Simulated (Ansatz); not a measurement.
Cost and result by functional for the adsorption energy of OH on the 1x1 (111) surface of fcc Rh, one in a 2x2 cell, started at the site 'hollow Rh-Rh-Rh over Rh at depth 4.4 Å', in Ansatz (plane waves, PAW). Single points on the PBE structure, on one kind of machine; costs are rough ratios of the slab run's core time (references not counted) to the cheapest single point. r2SCAN's cost holds its higher cutoff (500 against 420 eV). Differences are taken against r2SCAN for comparison alone: no measured value is at hand, so the table doesn't rank accuracy.

Slab: 18 atoms, 6.5 Å thick at the start under the adsorbate (thin: gaps and levels are the slab's own); k 6x6x1, smearing 0.1 eV, dipole-corrected; 8 atoms held, the rest relaxed; no symmetry held; no spin, no spin-orbit, no U, no dispersion correction. At the end it is bonded to 3 Rh. In PBE it is, or lies within 0.03 eV of, the lowest of the starts that converged. These notes are the PBE run's. Adsorption energies are against H2O(g) − ½ H2(g). A negative adsorption energy means that the adsorbate is more stable on the surface than in its reference.

```json
[
 {"functional": "RPBE", "relative cost": "1", "adsorption energy (eV)": "0.52", "less r2SCAN (eV)": "0.55"},
 {"functional": "r2SCAN", "relative cost": "2", "adsorption energy (eV)": "-0.03", "less r2SCAN (eV)": "0.00"},
 {"functional": "PBE (the relaxed run's value)", "relative cost": "–", "adsorption energy (eV)": "0.28", "less r2SCAN (eV)": "0.30"}
]
```

The values span 0.55 eV, while the single points' costs differ by a factor of roughly 2. Differences are of unrounded values.

Ansatz is a quantum-chemistry and plane-wave program.
